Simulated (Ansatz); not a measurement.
How far to go with the plane-wave cutoff: HgTe (C2, 6 atoms in the cell)

```
CELL_PARAMETERS angstrom
      4.67872     0.00000     0.00000
     -2.33936     4.05189     0.00000
      0.00000     0.00000    10.47531
ATOMIC_POSITIONS crystal
  Hg 0.31614 0.31614 0.00000
  Hg 0.69455 0.00000 0.33333
  Hg 0.00000 0.68386 0.66667
  Te 0.48557 0.48557 0.50000
  Te 0.51443 0.00000 0.83333
  Te 0.00000 0.51443 0.16667
```

Computed with LDA (PW92), default PAW files made with PBE (plane waves; Ansatz, an electronic-structure program).

Base settings: basis.ecutwfc = 30.9 Ry; kpoints.mp_grid.grid = 4 4 1; hamiltonian.xc = lda; hamiltonian.pseudopotentials = {kind: paw} (the program's default PAW files); scf.occupations.method = fermi_dirac; scf.occupations.width = 0.0015 Ry.

The second cell is the first with its lattice scaled by 0.98.

The mesh stays at the base's, so the ladder's end is converged at best in this setting alone.

The first pressure column holds Ansatz's estimate of the finite-basis (Pulay) stress, which hides part of the cutoff error; the other is without it.

Only quantities that move along the ladder and can be compared are tabulated; the gap is left out on so coarse a mesh.

The count of work is k-points × plane waves × bands × iterations; it is no time. 

The starting cell comes from a database of computed structures (which also holds hypothetical and non-ambient phases and stackings), without a prior relaxation at this level. Its lattice was rescaled by up to half a per cent. One atom was moved a little off its site on purpose. In the base run, with a pressure of about -3 GPa the cell is away from its equilibrium volume at this level.

| basis.ecutwfc | free energy less the last step's (meV/atom) | energy of the compressed cell less the first (meV/atom) | pressure (GPa) | pressure without the Pulay estimate (GPa) | largest difference of a force vector from the last step's (eV/Å) | count of work / last |
|---|---|---|---|---|---|---|
| 10.7 Ry | 65453.54 | 102.96 | 4.38 | -1052.19 | 1.302 | 0.070 |
| 12.5 Ry | 27692.79 | -255.25 | -2.92 | -551.15 | 0.505 | 0.087 |
| 14 Ry | 13035.59 | -531.36 | -3.40 | -305.85 | 0.141 | 0.10 |
| 15.4 Ry | 6023.49 | 32.92 | -4.60 | -165.44 | 0.133 | 0.098 |
| 16.9 Ry | 2715.39 | -26.84 | -3.77 | -87.60 | 0.091 | 0.11 |
| 18.4 Ry | 1109.87 | -1.92 | -3.31 | -43.46 | 0.061 | 0.12 |
| 21.7 Ry | 123.28 | -28.81 | -3.33 | -9.73 | 0.025 | 0.16 |
| 24.6 Ry | 12.04 | -27.96 | -3.41 | -4.18 | 0.004 | 0.19 |
| 27.9 Ry | 2.54 | -27.92 | -3.42 | -3.45 | 0.001 | 0.23 |
| 30.9 Ry | 1.74 | -27.93 | -3.42 | -3.46 | 0.001 | 0.27 |
| 33.8 Ry | 0.88 | -27.94 | -3.42 | -3.45 | 0.001 | 0.30 |
| 37.1 Ry | 0.47 | -27.97 | -3.43 | -3.43 | 0.000 | 0.35 |
| 41.5 Ry | 0.32 | -27.98 | -3.43 | -3.43 | 0.000 | 0.42 |
| 46.3 Ry | 0.15 | -27.98 | -3.43 | -3.43 | 0.000 | 0.50 |
| 54 Ry | 0.07 | -27.99 | -3.43 | -3.43 | 0.000 | 0.62 |
| 61.7 Ry | 0.03 | -27.99 | -3.43 | -3.43 | 0.000 | 0.76 |
| 74.2 Ry | 0.00 | -27.99 | -3.43 | -3.43 | 0.000 | 1.0 |

Coarsest basis.ecutwfc that holds the pressure without the Pulay estimate within 0.2 GPa of the last step, with all finer ones: 27.9 Ry, at 0.23 of the last step's count of work; the step before is off by 0.75 GPa.

Coarsest basis.ecutwfc that holds the energy of the compressed cell less the first within 1 meV/atom of the last step, with all finer ones: 21.7 Ry, at 0.16 of the last step's count of work; the step before is off by 26 meV/atom.

Coarsest basis.ecutwfc that holds the forces within 0.005 eV/Å of the last step, with all finer ones: 24.6 Ry, at 0.19 of the last step's count of work; the step before is off by 0.025 eV/Å.

The energy difference between the two cells stays within 1 meV/atom of the last step's from 21.7 Ry on, the total only from 33.8 Ry on: much of the error is common to both cells and cancels.

At the lowest cutoff the pressure without the Pulay estimate lies 1050 GPa under the last step's, the usual sign of Pulay stress in an incomplete plane-wave basis.

Keys are those of Ansatz 0.2.
